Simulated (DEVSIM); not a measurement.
Structure: TaN/SiO2/p-Si capacitor, at 300 K.

| layer (left to right) | material | thickness (nm) | Na (cm⁻³) |
|---|---|---|---|
| 1 | SiO2 | 14.0 | - |
| 2 | Si | 8800 | 2.2e15 |

Metal gate on the left, work function 4.4 eV. Fixed charge at the semiconductor interface 0 cm⁻² (in units of +e); no interface traps.

Constants are typed, rounded textbook-type inputs, not results; the design itself was drawn at random and stands for no fabricated device. Values at 300 K.

| parameter | SiO2 | Si |
|---|---|---|
| gap (eV) | 9 | 1.124 |
| affinity (eV) | 0.9 | 4.05 |
| permittivity | 3.9 | 11.7 |
| Nc (cm⁻³) | - | 2.86e19 |
| Nv (cm⁻³) | - | 3.1e19 |

DEVSIM, 1D Poisson equation in equilibrium, Boltzmann statistics, complete ionisation; no quantum confinement or tunnelling. Metal contacts follow the ideal Schottky-Mott rule: no Fermi-level pinning, no interface dipoles.

Q: Tabulate band edges, carrier densities and field at 0.0 V on the gate.

A: Energies count from the Fermi level of the right contact; mesh points crowd at the junctions.

```csv
x (μm),Ec (eV),Ev (eV),n (cm⁻³),p (cm⁻³),field (V/cm)
0.000,3.500,-5.500,< 1e2,< 1e2,51000
0.001595,3.508,-5.492,< 1e2,< 1e2,51000
0.005009,3.526,-5.474,< 1e2,< 1e2,51000
0.01005,3.551,-5.449,< 1e2,< 1e2,51000
0.01346,3.569,-5.431,< 1e2,< 1e2,51000
0.01477,0.423,-0.701,2.2e12,5.2e7,17000
0.01766,0.428,-0.696,1.8e12,6.3e7,17000
0.02861,0.446,-0.678,9.1e11,1.3e8,17000
0.05223,0.485,-0.639,2.1e11,5.6e8,16000
0.1112,0.572,-0.552,7.1e9,1.6e10,14000
0.2584,0.738,-0.386,1.1e7,1.0e13,8800
0.8171,0.876,-0.248,54000,2.2e15,63
2.021,0.877,-0.247,53000,2.2e15,≈ 0
4.840,0.877,-0.247,53000,2.2e15,≈ 0
7.642,0.877,-0.247,53000,2.2e15,≈ 0
8.329,0.877,-0.247,53000,2.2e15,≈ 0
8.620,0.877,-0.247,53000,2.2e15,≈ 0
8.737,0.877,-0.247,53000,2.2e15,≈ 0
8.792,0.877,-0.247,53000,2.2e15,≈ 0
8.806,0.877,-0.247,53000,2.2e15,≈ 0
8.811,0.877,-0.247,53000,2.2e15,≈ 0
8.814,0.877,-0.247,53000,2.2e15,≈ 0
```
